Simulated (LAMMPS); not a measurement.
MD of Cu (fcc) at zero pressure over temperature, 4000 atoms; each row names its start.

Method: classical MD, pair style eam, the elements' _u3.eam files (universal-3 set of Foiles, Baskes and Daw), run in LAMMPS.

```tsv
T (K), start	state	volume	enthalpy	first peak of g(r)	coordination number	D(Cu)
100, crystal	crystal; no diffusion seen in 30 ps	11.8677 ± 0.0001 Å³/atom	-3.5140 ± 0.0001 eV/atom	2.55 Å, height 12.5	12.0 (counted to 3.10 Å)	-
300, crystal	crystal; no diffusion seen in 30 ps	11.9855 ± 0.0002 Å³/atom	-3.4612 ± 0.0001 eV/atom	2.56 Å, height 7.5	12.0 (counted to 3.10 Å)	-
610, crystal	crystal; no diffusion seen in 30 ps	12.1826 ± 0.0006 Å³/atom	-3.3774 ± 0.0002 eV/atom	2.56 Å, height 5.2	12.0 (counted to 3.14 Å)	-
810, crystal	crystal; no diffusion seen in 30 ps	12.3246 ± 0.0005 Å³/atom	-3.3211 ± 0.0002 eV/atom	2.55 Å, height 4.4	12.1 (counted to 3.18 Å)	-
1020, crystal	crystal; no diffusion seen in 30 ps	12.4895 ± 0.0006 Å³/atom	-3.2597 ± 0.0002 eV/atom	2.55 Å, height 3.9	12.1 (counted to 3.18 Å)	-
1220, crystal	crystal; no diffusion seen in 30 ps	12.6678 ± 0.0009 Å³/atom	-3.1982 ± 0.0003 eV/atom	2.55 Å, height 3.5	12.3 (counted to 3.26 Å)	-
1430, crystal	crystal; no diffusion seen in 30 ps	12.890 ± 0.001 Å³/atom	-3.1280 ± 0.0003 eV/atom	2.54 Å, height 3.1	12.4 (counted to 3.30 Å)	-
1630, crystal	liquid	13.774 ± 0.002 Å³/atom	-2.9438 ± 0.0005 eV/atom	2.47 Å, height 2.5	12.8 (counted to 3.50 Å)	(5.4 ± 0.1) × 10^-5 cm²/s
1220, melt	liquid	13.238 ± 0.002 Å³/atom	-3.0828 ± 0.0004 eV/atom	2.49 Å, height 2.8	13.2 (counted to 3.50 Å)	(2.47 ± 0.05) × 10^-5 cm²/s
1360, melt	liquid	13.420 ± 0.004 Å³/atom	-3.0341 ± 0.0006 eV/atom	2.49 Å, height 2.7	13.1 (counted to 3.50 Å)	(3.43 ± 0.02) × 10^-5 cm²/s
1490, melt	liquid	13.589 ± 0.002 Å³/atom	-2.9902 ± 0.0003 eV/atom	2.48 Å, height 2.6	13.2 (counted to 3.54 Å)	(4.53 ± 0.06) × 10^-5 cm²/s
1700, melt	liquid	13.869 ± 0.002 Å³/atom	-2.9202 ± 0.0004 eV/atom	2.48 Å, height 2.5	13.0 (counted to 3.54 Å)	(6.38 ± 0.07) × 10^-5 cm²/s
1900, melt	liquid	14.151 ± 0.003 Å³/atom	-2.8539 ± 0.0004 eV/atom	2.47 Å, height 2.4	12.8 (counted to 3.54 Å)	(7.89 ± 0.04) × 10^-5 cm²/s
```

Measured linear expansion coefficient: 16.50 1e-6/K at 293 K (Kaye and Laby Online (NPL), 2.3.5 Thermal expansion).

Measured melting point: 1358 K (Wikipedia, Melting points of the elements (data page)).

Caution (row 1430, crystal): this crystal lies over the melting point of about 1290 K that EAM-type universal-3 set of Foiles, Baskes and Daw gives, so it is superheated.

Caution (row 1220, melt): this liquid lies under the melting point of about 1290 K that EAM-type universal-3 set of Foiles, Baskes and Daw gives, so it is undercooled.

From the crystal rows between 100 and 300 K, estimate the mean linear expansion coefficient and the heat capacity. The slope of ln V over three gives 16 × 10^-6 /K, and dH/dT = 3.1 kB/atom. Nuclei are classical here, so the heat capacity stays near 3 kB/atom, where a real crystal's falls off below its Debye temperature.

Fit an Arrhenius law to the diffusion of Cu in the liquid. ln D against 1/T from 1220 to 1900 K gives an activation energy of 0.35 eV and D0 = 0.00066 cm²/s.

States go by the mean squared displacement: a species diffuses where it passes 1.5 Å², still rises and gives D over 1e-6 cm²/s; a crystal has left its structure where atoms lie 0.35 Å off their sites on average or a cubic box changes its shape by 3 %, or the axial ratios of another lie 8 % off the starting cell's, which the potential's own relaxation can also do.

Errors of D are the spread over four groups of atoms in one short run; a floor of about 5 %, a picked value, is safer.

Errors shown are sampling errors alone.
